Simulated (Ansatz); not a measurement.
**A computed series for hypothetical R3m AlZnInO4: pressure series**

Take AlZnInO$_{4}$ (space group R3m, No. 160; a = 3.2563 Å, c = 25.6166 Å (hexagonal axes); a hypothetical phase, not in the database extracts checked) as the base.

Cell and atoms are relaxed at each pressure.

Levels (all Ansatz, a first-principles code, PAW): PBEsol (420 eV, scalar-relativistic without spin-orbit coupling); HSE06 (420 eV, without spin-orbit coupling).

Band gaps by level, all at the geometries relaxed with PBEsol:

```tsv
case	PBEsol	HSE06
base	1.80 eV	3.62 eV
pressure 0.7 GPa	1.82 eV	3.64 eV
pressure 1.5 GPa	1.83 eV	(withheld)
pressure 3 GPa	1.86 eV	(withheld)
```

Task: Some entries are withheld; estimate them.

Result: 
- pressure 1.5 GPa, HSE06: 3.66 eV
- pressure 3 GPa, HSE06: 3.70 eV

Single points use the geometry relaxed with PBEsol. HSE06 gaps are upper bounds (no full band path). Load acts through the strain it causes; cell and atoms are relaxed under it. No phonon test of stability was made.
